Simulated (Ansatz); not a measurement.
The starting structures come from a database of crystals and need not be the phases stable at ambient conditions.

The decay constant κ of evanescent states in the gap governs leakage through a thin film.

Here is the system:

```
CELL_PARAMETERS angstrom
      3.77210     0.00000     0.00000
      1.88605     3.26673     0.00000
      1.88605     1.08891     7.93733
ATOMIC_POSITIONS crystal
  Ga 0.94851 0.94851 0.15446
  Ga 0.05112 0.05112 0.84665
  Se 0.23252 0.23252 0.30244
  Se 0.43387 0.43387 0.69840
```

The cell was relaxed by PBE-D3(BJ); by PBEsol it stands under a pressure of -0.8 GPa.

Transport runs along the normal of the first two printed cell vectors, the (001) plane of the conventional cell.

No gap correction and no spin-orbit coupling; mid-gap is the computed energy nearest the middle.

Q: Estimate the band gap and the smallest decay constant κ at mid-gap that PBEsol (Ansatz, a quantum-chemistry and plane-wave program) returns for this system.

A: Gap 0.71 eV on a 10×10×10 mesh; κ = 0.059 1/Å, at the zone centre.
